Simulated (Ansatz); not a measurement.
**BeTe: response to strain**

Take BeTe in the zinc blende structure (space group F-43m, No. 216; a = 5.657 Å) as the base. Axes: x, y, z lie along the cube axes.

Strains are applied to the cell and any free atomic positions relax.

Level of theory: r2SCAN in Ansatz (plane waves to 500 eV, PAW, no spin-orbit coupling).

Notes on the quantities. pressure: mean of the normal stresses, compression positive.

| case | shortest interatomic distance | pressure | electron mass |
|---|---|---|---|
| base | 2.449 Å | 0.1 kbar | 2.1 mₑ along k, 0.25 mₑ across (at X) |
| uniaxial strain ε_zz = +0.50 % | 2.454 Å | -2.8 kbar | 2.1 mₑ along k, 0.25 mₑ across (at X) |
| uniaxial strain ε_zz = +1.00 % | 2.458 Å | -5.7 kbar | 2.2 mₑ along k, 0.25 mₑ across (at X) |
| uniaxial strain ε_zz = +1.50 % | 2.462 Å | -8.5 kbar | 2.2 mₑ along k, 0.26 mₑ across (at X) |
| uniaxial strain ε_zz = +2.00 % | 2.466 Å | -11.2 kbar | 2.3 mₑ along k, 0.26 mₑ across (at X) |
| uniaxial strain ε_zz = +2.50 % | 2.470 Å | -13.9 kbar | 2.4 mₑ along k, 0.26 mₑ across (at X) |
| uniaxial strain ε_zz = +3.00 % | 2.474 Å | -16.5 kbar | 2.4 mₑ along k, 0.26 mₑ across (at X) |

With Te present, leaving out spin-orbit coupling can change the band edges. The levels and masses belong to the bands next to the band gap. Masses are band curvatures over ±0.01 Å⁻¹ around the edge. Along k means along the line from Γ to the band edge. Stability against distortions was not tested.

Ansatz is a quantum-chemistry and plane-wave program.
